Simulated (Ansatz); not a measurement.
Ansatz (an electronic-structure program) run on TiCo (P4mm, 2 atoms in the cell): self-consistent single point.

Method: LDA (PW92), PAW files made with PBE (plane waves; Ansatz).

The change in words: lattice scaled by 0.98; kpoints.mp_grid.grid: 11 11 11 → 29 29 29. Reference geometry:
```xyz
2
Lattice="2.9810 0.0000 0.0000 0.0000 2.9810 0.0000 0.0000 0.0000 2.9810" Properties=species:S:1:pos:R:3 pbc="T T T"
Ti     0.0000     0.0000     0.0500
Co     1.4905     1.4905     1.4905
```

Reference input (self-consistent single point, DFT, LDA (PW92), plane waves, PAW files made with PBE): basis.ecutwfc = 420 eV; kpoints.mp_grid.grid = 11 11 11; hamiltonian.xc = lda; hamiltonian.pseudopotentials = {kind: paw} (the program's default PAW files); scf.occupations.method = fermi_dirac; scf.occupations.width = 0.1 eV. This run's input differs from it in these lines:

Ansatz 0.2 input:
```diff
@@ -3,5 +3,5 @@
   lattice:
-    - [2.981030, 0.000000, 0.000000]
-    - [0.000000, 2.981030, 0.000000]
-    - [0.000000, 0.000000, 2.981030]
+    - [2.921409, 0.000000, 0.000000]
+    - [0.000000, 2.921409, 0.000000]
+    - [0.000000, 0.000000, 2.921409]
   atoms:
@@ -13,3 +13,3 @@
   mp_grid:
-    grid: [11, 11, 11]
+    grid: [29, 29, 29]
 hamiltonian:
```

Output, abridged:

```
SCF iter   1: F=—  HF=-7514.326763 eV  |F-HF|=—  |Δ(HF+E_count)|=         —  Δρ=6.82e-2  dr2=1.12e0  ethr=3.10e-3  ⟨swp⟩=3.9  Hψ=130204  notcnv=0
all-band conjugate gradients solve this SCF's bands
preconditioner: auto → none
SCF iter   2: F=—  HF=-7514.179883 eV  |F-HF|=—  |Δ(HF+E_count)|=   1.47e-1  Δρ=8.96e-2  dr2=2.20e0  ethr=3.10e-3  ⟨swp⟩=2.5  Hψ=63779  notcnv=0
   [... lines left out ...]
SCF iter   6: F=—  HF=-7514.008669 eV  |F-HF|=—  |Δ(HF+E_count)|=   1.12e-4  Δρ=8.35e-4  dr2=1.59e-4  ethr=2.64e-6  ⟨swp⟩=2.1  Hψ=41754  notcnv=0
SCF iter   7: F=—  HF=-7514.008656 eV  |F-HF|=—  |Δ(HF+E_count)|=   1.22e-5  Δρ=8.41e-5  dr2=2.23e-6  ethr=5.47e-7  ⟨swp⟩=1.0  Hψ=34200  notcnv=0
SCF iter   8: F=—  HF=-7514.008656 eV  |F-HF|=—  |Δ(HF+E_count)|=   8.43e-7  Δρ=2.51e-5  dr2=1.77e-7  ethr=7.70e-9  ⟨swp⟩=1.1  Hψ=34571  notcnv=0
SCF iter   9: F=-7514.008656 eV  HF=-7514.008656 eV  |F-HF|=5.78e-10  |Δ(HF+E_count)|=   1.02e-8  Δρ=1.85e-6  dr2=6.73e-10  ethr=3.45e-10  ⟨swp⟩=3.8  Hψ=102493  notcnv=0
SCF 1 converged in 9 iterations: F = -7514.008656 eV  dr2 = 6.73e-10
Free energy (F): -7514.008656 eV
Internal energy: -7513.924007 eV  (E = F + TS)
E sigma→0 (E₀):  -7513.966331 eV
Entropy (-TS):   -0.084649 eV (-42.324 meV/atom)
Fermi energy:    17.513901 eV
--- Forces (eV/Å), atoms counted from 1 ---
  atom   1  Ti     0.00000000     0.00000000    -0.22555516
  atom   2  Co    -0.00000000     0.00000000     0.22555957
--- Stress (GPa, compression-positive) ---
       -3.748738       0.000000       0.000000
        0.000000      -3.748738       0.000000
        0.000000       0.000000      -3.860175
  P = ⅓ Tr σ = -3.7859 GPa (-37.859 kbar)
  The stress holds the Pulay correction. Without it, at fixed plane waves, as pw.x and ABINIT print it: P = -3.8612 GPa
```

The run converged in 9 iterations. Against the reference run the free energy drops by 44.8 meV/atom, the pressure goes from -14.10 to -3.79 GPa and the largest force goes from 0.166 to 0.226 eV/Å.

The starting cell has typed, rounded lattice constants, without a prior relaxation at this level. Its lattice was rescaled by up to half a per cent. One atom was moved a little off its site on purpose. For this run, on top of that: lattice scaled by 0.98. Spin polarisation is off. With a pressure of about -4 GPa the cell is away from its equilibrium volume at this level. Ansatz's pressure includes its estimate of the finite-basis (Pulay) stress.

Cost on one core of a shared machine: roughly 40 s.
